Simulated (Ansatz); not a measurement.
**BaF2 with two functionals, La on a Ba site**

Take an 18-atom supercell of BaF2 in the fluorite structure (space group Fm-3m, No. 225; a = 6.246 Å) at its relaxed geometry as the base.

(Cell as relaxed with PBE.)

Levels (all Ansatz, an electronic-structure program, PAW): PBE (420 eV, no spin-orbit coupling); r2SCAN (500 eV, no spin-orbit coupling).

Each level relaxes its own structure.

It is then changed as follows: a neutral La on a Ba site, atoms relaxed at fixed cell, starting from a slightly rattled geometry.

| quantity | PBE | r2SCAN |
|---|---|---|
| shift of the gap caused by the change | -6.43 eV | (withheld) |
| total moment of the cell | 1.0 μB | (withheld) |
| gap of the supercell | 0.30 eV | (withheld) |
| pressure | -1.4 GPa | (withheld) |
| largest displacement of a host atom from its site in the perfect cell | 0.30 Å | (withheld) |

### Question
What does r2SCAN give?

### Answer

- shift of the gap caused by the change, r2SCAN: -6.76 eV
- total moment of the cell, r2SCAN: 1.0 μB
- gap of the supercell, r2SCAN: 0.65 eV
- pressure, r2SCAN: -1.7 GPa
- largest displacement of a host atom from its site in the perfect cell, r2SCAN: 0.30 Å

PBE's shift of the gap caused by the change lies 0.33 eV above r2SCAN's; PBE's gap of the supercell lies 0.35 eV below r2SCAN's; PBE's pressure lies 0.25 GPa above r2SCAN's; the two agree on the total moment of the cell and largest displacement of a host atom from its site in the perfect cell. Neither level is exact; r2SCAN is the comparison here, not a measurement.

The magnetic state is the one reached from the starting moments; the real material's order can differ, and small cells can't hold many antiferromagnetic ones. In so small a cell the defect repeats every few ångströms: this is an ordered compound, not a dilute defect. A gap here joins edges of opposite spin (a spin-flip gap).
